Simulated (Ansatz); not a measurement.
We consider 1T (CdI2-type) MnBr2, described by r²SCAN in Ansatz (plane waves, PAW).

Numerical settings: plane-wave cutoff 560 eV, 12×12×6 k mesh (along the axes of the cell as run), Fermi–Dirac smearing 0.01 eV, spin-polarised with parallel moments, scalar-relativistic PAW data made under PBE.

Response to compression and expansion:

Shape and atoms are relaxed at each volume.

```tsv
V (Å³/atom)	P (GPa)	direct gap at Γ (eV)	smallest gap on the k mesh (eV)	c (Å)
27.038	0.57	3.074	2.564	6.321
27.602	0.25	3.080	2.600	6.417
28.165	0.00	3.084	2.632	6.516
28.728	-0.16	3.084	2.653	6.628
29.292	-0.26	3.084	2.670	6.743
```

The fundamental gap (2.63 eV at the equilibrium volume, with added k points) lies elsewhere than Γ–Γ.

Note: the magnetic order was assumed, not searched for or taken from measurement; for a layered or molecular solid the relaxed cell lies over 5 % above the published volume, where the minimum can be shallow; the cell comes from a level without a dispersion term, which matters for the spacing of layers, chains or molecules; the volume lies 8 % above that of the published cell; the bulk modulus comes from volumes at which shape and atoms were relaxed.

Spin–orbit coupling is not included.

Ansatz is a quantum-chemistry and plane-wave program.
